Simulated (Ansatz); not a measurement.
# ScSi: response to strain

The reference is ScSi (space group Cmcm, No. 63; a = 3.945 Å, b = 9.824 Å, c = 3.642 Å; a cell from a computed database, its experimental status unchecked; relaxed with 0.1 eV smearing). Axes: x, y, z lie along a, b, c of the conventional cell.

Strains are applied to the cell and any free atomic positions relax; under biaxial strain the out-of-plane vector relaxes too; under stress the whole cell relaxes.

Calculations: PBEsol (Ansatz, a program for electronic structure; PAW; 420 eV plane waves; no SOC).

Notes on the quantities. pressure: mean of the normal stresses, compression positive; energy relative to the base: free energy F.

```json
[
 {"variant": "base", "pressure": "0.0 GPa", "volume per atom": "17.64 Å³", "energy relative to the base": "0 meV/atom"},
 {"variant": "biaxial strain −2.04 %, plane normal [001], relaxed out of plane", "pressure": "3.4 GPa", "volume per atom": "17.13 Å³", "energy relative to the base": "+11 meV/atom"},
 {"variant": "biaxial strain −0.38 %, plane normal [001], relaxed out of plane", "pressure": "0.6 GPa", "volume per atom": "17.55 Å³", "energy relative to the base": "+0.4 meV/atom"},
 {"variant": "isotropic strain −2.69 %", "pressure": "10.4 GPa", "volume per atom": "16.26 Å³", "energy relative to the base": "+42 meV/atom"},
 {"variant": "uniaxial strain ε_yy = +3.89 %", "pressure": "-3.7 GPa", "volume per atom": "18.33 Å³", "energy relative to the base": "+19 meV/atom"},
 {"variant": "uniaxial stress, 8 GPa tension along x", "pressure": "–", "volume per atom": "18.20 Å³", "energy relative to the base": "+26 meV/atom"}
]
```

Stability under load was not tested beyond the relaxation. All final runs are without spin polarisation.
